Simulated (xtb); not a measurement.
xtb 6.7.1, GFN2-xTB: Fc1ccsc1-c1cc2sc(-c3ccccc3)cc2s1, 29 atoms. The geometry is a generated start, not checked to be a minimum at this level.

```yaml
method: GFN2-xTB
"--acc": 1 (default)
"--etemp (K)": 300 (default)
detailed input (--input): "none: ANC optimiser, Lindh (1995) Hessian, microcycle=20, maxdispl=1.0, hlow=0.01 (default)"
basis_functions: 107
valence_electrons: 98
```

```xyz
29

F      4.7609     2.0390     0.6696
C      5.1851     0.8429     0.2328
C      6.5652     0.5539     0.1098
C      6.7665    -0.7245    -0.3535
S      5.2913    -1.5433    -0.6284
C      4.3410    -0.1898    -0.1277
C      2.8860    -0.1973    -0.1105
C      2.0703     0.8517     0.2786
C      0.6865     0.5191     0.1776
S     -0.8057     1.3491     0.4971
C     -1.7339    -0.0291     0.0132
C     -3.2227     0.0067     0.0465
C     -3.9488     1.1371     0.4637
C     -5.3490     1.1420     0.4846
C     -6.0584     0.0144     0.0880
C     -5.3681    -1.1173    -0.3292
C     -3.9681    -1.1195    -0.3491
C     -0.9109    -1.0761    -0.3753
C      0.4728    -0.7436    -0.2744
S      1.9652    -1.5763    -0.5948
H      7.3630     1.2449     0.3479
H      7.7080    -1.2213    -0.5454
H      2.4241     1.8158     0.6212
H     -3.4459     2.0458     0.7842
H     -5.8809     2.0317     0.8124
H     -7.1449     0.0181     0.1042
H     -5.9153    -2.0034    -0.6410
H     -3.4764    -2.0286    -0.6834
H     -1.2568    -2.0419    -0.7186
```

The structure is relaxed from this start with --opt LEVEL for the levels crude, sloppy, loose, lax, normal, tight, vtight, extreme, once each. Up to the end of the extreme run atoms move by at most 0.14 Å along an axis.

Task: Choose the cheapest level whose final energy lies within 1 meV of that of extreme.

Result: sloppy: 5 cycles against 13, ending 0.44 meV above.

```csv
level,cycles,energy above the extreme run (meV),gradient norm (eV/Å)
crude,4,1.9,0.24
sloppy,5,0.44,0.12
loose,6,0.12,0.064
lax,6,0.12,0.064
normal,7,0.026,0.032
tight,10,under 0.01,0.0037
vtight,12,under 0.01,0.0033
extreme,13,—,0.0025
```
